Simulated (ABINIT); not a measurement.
A working ABINIT input for Rb2AlTlH6 (Fm-3m, 10 atoms in the cell) (DFT, LDA (PW92), plane waves, norm-conserving pseudopotentials (PseudoDojo nc-sr-04 LDA standard)):

```
# Rb2AlTlH6, PseudoDojo nc-sr-04 LDA standard
pp_dirpath "./"
pseudos "Rb.upf, Al.upf, Tl.upf, H.upf"
acell 3*1.0
rprim
         0.0000000000    8.2077703093    8.2077703093
         8.2077703093   -0.0000000000    8.2077703093
         8.2077703093    8.2077703093   -0.0000000000
natom 10
ntypat 4
znucl 37 13 81 1
typat 1 1 2 3 4 4 4 4 4 4
xcart
         2.1716825000    2.1716825000    2.1716825000
         6.5150475000    6.5150475000    6.5150475000
         4.3433650000    4.3433650000    4.3433650000
         0.0000000000    0.0000000000    0.0000000000
         6.1314415032    4.3433650000    4.3433650000
         2.5552884968    4.3433650000    4.3433650000
         4.3433650000    6.1314415032    4.3433650000
         4.3433650000    2.5552884968    4.3433650000
         4.3433650000    4.3433650000    6.1314415032
         4.3433650000    4.3433650000    2.5552884968
      Angstrom
ecut 37 Ha
occopt 1
nband 24
kptopt 1
ngkpt 5 5 5
nshiftk 1
shiftk 0 0 0
nstep 60
toldfe 1.0e-09
diemac 9
prtwf 0
prtden 0
prtvol 1
```

The run converged in 11 iterations: free energy E − TS -3285.64 eV; top of the valence band (on the code's own zero) 1.91 eV; gap on the k-point mesh 0.75 eV; pressure -2.84 GPa; largest force (vector length) 0.070 eV/Å. Each of these slips is then made, one at a time:

(1)
```diff
-pp_dirpath "./"
-pseudos "Rb.upf, Al.upf, Tl.upf, H.upf"
```

(2)
```diff
-typat 1 1 2 3 4 4 4 4 4 4
+typat 1 1 2 3 4 4 4 4 4
```

Problem. Predict the outcome of each change.

Solution. 
(1) No pseudopotentials named. The program stopped before any SCF iteration, with the message: `pseudos` variable must be specified in input when the code is invoked with the `abinit t01.in` syntax.

(2) A list of atom types shorter than the atom count. The program stopped before any SCF iteration.
```
An error occurred reading data for keyword ` TYPAT`,
looking for 10 elements.
There is a problem with the input string:
XCART 2.1716825000 2.1716825000 2.1716825000 6.5150475000 6.5150475000 6.5150475000 4.3433650000 4.3433650000 4.3433650000 0.0000000000 0.0000000000 0.0000000000 6.1314415032 4.3433650000 4.3433650000 2.5552884968 4.3433650000 4.3 [...]
```

The starting cell comes from a database of computed structures (which also holds hypothetical and non-ambient phases and stackings), without a prior relaxation at this level. Spin-orbit coupling is off.

Left out of this page: 1 run of the series stopped by limits of time or memory; 4 runs of the series outside the window shown, repeating another row's setting, or not comparable.
